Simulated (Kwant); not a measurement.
Device: Ge/Si0.2Ge0.8 stack with 1 barrier. One parabolic valley. Leads of mass 0.12 mₑ with the band edge at 0; grid 0.1 nm; bias 0 V, dropping linearly over the stack.

| layer | thickness (nm) | band offset (eV) | mass (mₑ) |
|---|---|---|---|
| 1 | 7.1 | 0.12 | 0.14 |

Constants are typed, rounded textbook-type inputs, not results; the design itself was drawn at random and stands for no fabricated device.

Computed with Kwant: one-band effective-mass tight-binding model in one dimension, coherent, no space charge.

Sweep values stay those of the base run.

The thickness of the first barrier was swept, all else fixed.

```json
[
 {"thickness of the first barrier (nm)": "4.3", "transmission at E = 89.16 meV": "0.15", "transmission at E = 43.75 meV": "0.040", "mean transmission over the sweep": "0.23", "transmission at E = 134.6 meV": "0.39"},
 {"thickness of the first barrier (nm)": "5.7", "transmission at E = 89.16 meV": "0.060", "transmission at E = 43.75 meV": "0.0092", "mean transmission over the sweep": "0.21", "transmission at E = 134.6 meV": "0.32"},
 {"thickness of the first barrier (nm)": "7.1", "transmission at E = 89.16 meV": "0.024", "transmission at E = 43.75 meV": "0.0021", "mean transmission over the sweep": "0.23", "transmission at E = 134.6 meV": "0.31"},
 {"thickness of the first barrier (nm)": "8.5", "transmission at E = 89.16 meV": "0.0092", "transmission at E = 43.75 meV": "0.00048", "mean transmission over the sweep": "0.23", "transmission at E = 134.6 meV": "0.35"},
 {"thickness of the first barrier (nm)": "9.9", "transmission at E = 89.16 meV": "0.0036", "transmission at E = 43.75 meV": "0.00011", "mean transmission over the sweep": "0.22", "transmission at E = 134.6 meV": "0.44"}
]
```

From the first row to the last the transmission at E = 89.16 meV goes from 0.15 to 0.0036. From the first row to the last the transmission at E = 43.75 meV goes from 0.040 to 0.00011.
